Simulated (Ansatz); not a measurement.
This Ansatz (an electronic-structure program) input is the reference run, InP in the zinc blende structure (space group F-43m, No. 216), computed with r2SCAN (Ansatz; PAW; 500 eV plane waves; spin-orbit coupling left out):

Ansatz 0.2 input:
```yaml
crystal:
  lattice:
    - [0, 2.9534756097, 2.9534756097]
    - [2.9534756097, 0, 2.9534756097]
    - [2.9534756097, 2.9534756097, 0]
  atoms:
    - { symbol: In, position: [0, 0, 0] }
    - { symbol: P, position: [0.25, 0.25, 0.25] }
basis: { ecutwfc: 500, ecutrho_ratio: 4, xc_grid: 4, fft_grid_basis: typed }
kpoints: { mp_grid: { grid: [10, 10, 10] } }
hamiltonian:
  xc: r2scan
  dispersion: none
  pseudopotentials: { kind: paw }
scf: { occupations: { method: fermi_dirac, width: 0.05 }, convergence: { dr2_threshold: 0.0000000002 } }
output: { forces: true, stress: true }
checkpoint: { write: state.ck, write_every: 1000 }
```

Problem. Write the input for this change: tensor shear ε_xy = +1.71 % (engineering shear γ = 0.0342), atoms relaxed at fixed cell.

Solution. 
Ansatz 0.2 input:
```yaml
crystal:
  lattice:
    - [0.0505044329, 2.9534756097, 2.9534756097]
    - [2.9534756097, 0.0505044329, 2.9534756097]
    - [3.0039800426, 3.0039800426, 0]
  atoms:
    - { symbol: In, position: [0, 0, 0] }
    - { symbol: P, position: [0.25, 0.25, 0.25] }
basis: { ecutwfc: 500, ecutrho_ratio: 4, xc_grid: 4, fft_grid_basis: typed }
kpoints: { mp_grid: { grid: [10, 10, 10] } }
hamiltonian:
  xc: r2scan
  dispersion: none
  pseudopotentials: { kind: paw }
scf: { occupations: { method: fermi_dirac, width: 0.05 }, convergence: { dr2_threshold: 0.0000000002 } }
relax: { f_tol: 0.005, max_steps: 50 }
output: { forces: true, stress: true }
checkpoint: { write: state.ck, write_every: 1000 }
```
This is the input that was run.

The cells carry an imposed strain or load. No phonon test of stability was made.
